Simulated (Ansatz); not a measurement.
The starting structures come from a database of crystals and need not be the phases stable at ambient conditions.

Data:

```yaml
crystal:
  lattice:
    - [7.77829, -0.07631, 0.00000]
    - [-3.65154, 8.59312, 0.00000]
    - [-1.82577, 4.29656, 2.69529]
  atoms:
    - { symbol: Tl, position: [0.12923, 0.37641, 0.00000] }
    - { symbol: Tl, position: [0.87077, 0.62359, 0.00000] }
    - { symbol: Sb, position: [0.49936, 0.16645, 0.00000] }
    - { symbol: Sb, position: [0.50064, 0.83355, 0.00000] }
    - { symbol: O, position: [0.65854, 0.16944, 0.76710] }
    - { symbol: O, position: [0.34146, 0.83056, 0.23290] }
    - { symbol: O, position: [0.65854, 0.93654, 0.61602] }
    - { symbol: O, position: [0.34146, 0.06346, 0.38398] }
    - { symbol: O, position: [0.65854, 0.55256, 0.61688] }
    - { symbol: O, position: [0.34146, 0.44744, 0.38312] }
```

Space group of this cell: R-3. The cell was relaxed by PBE-D3(BJ); by r2SCAN its mean pressure is -3.0 GPa.

Transport runs along the normal of the first two printed cell vectors, the (110) plane of the conventional cell.

No gap correction and no spin-orbit coupling; mid-gap values are interpolated between computed energies.

Problem. State the band gap and the smallest decay constant κ at mid-gap according to r2SCAN in Ansatz (an electronic-structure program).

Solution. Gap 2.75 eV on a 12×12×12 mesh; κ = 0.334 1/Å, at (0.500, 0.000) of the in-plane reciprocal vectors. At the zone centre, at the nearest computed energy, the slowest state has κ = 0.38 1/Å.
